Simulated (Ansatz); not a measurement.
Take WSi2 (space group I4/mmm, No. 139; a = 3.202 Å, c = 7.818 Å; relaxed with 0.1 eV smearing) as the base.

Level of theory: Ansatz (an electronic-structure program), PBEsol, PAW, cutoff 420 eV, spin-orbit coupling left out.

Base values:

```
Property    Value
--------  -------
Pressure  0.0 GPa
Band gap     zero
```

Perturbation: an isotropic linear strain of −0.50 %; the atoms relax in the strained cell.

Question: What does the calculation give for the energy relative to the base after the change?

Answer: The energy increases by 2.2 meV/atom.

Question: How does this affect the pressure?

Answer: The pressure (mean of the normal stresses, compression positive) goes from zero to 3.6 GPa.

Question: How does this affect the band gap?

Answer: The band gap stays zero.

Stability against distortions was not tested. All final runs are without spin polarisation.
